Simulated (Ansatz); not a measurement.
System: LiGeN (P6₃mc, No. 186, 6 atoms in the cell; start mp-1246087). Method: PBEsol in Ansatz (plane waves, PAW).

Settings: plane-wave cutoff 520 eV, 12×12×4 k mesh (along the axes of the cell as run), Fermi–Dirac smearing 0.01 eV, scalar-relativistic PAW data made under PBE.

Cell (relaxed with PBEsol):

```xyz
6
Lattice="2.9792 0.0000 0.0000 -1.4896 2.5801 0.0000 0.0000 0.0000 9.3218" Properties=species:S:1:pos:R:3 pbc="T T T"
Li     1.4896     0.8600     6.9288
Li     0.0000     1.7201     2.2679
Ge     0.0000     0.0000     4.6408
Ge     0.0000     0.0000     9.3017
N      0.0000     1.7201     5.6258
N      1.4896     0.8600     0.9648
```

Question: Estimate the band gap, smallest direct gap on the k points sampled and direct gap at Γ that the calculation returns.

Answer: 
- band gap = 1.46 eV (indirect)
- smallest direct gap on the k points sampled = 2.42 eV
- direct gap at Γ = 3.09 eV

Spin–orbit coupling is not included.

Static lattice: no zero-point or thermal effects.

It cost very roughly 26 core-seconds of CPU time.

A start named mp-… is a Materials Project structure, which need not be a measured phase.

Ansatz is a program for electronic structure.
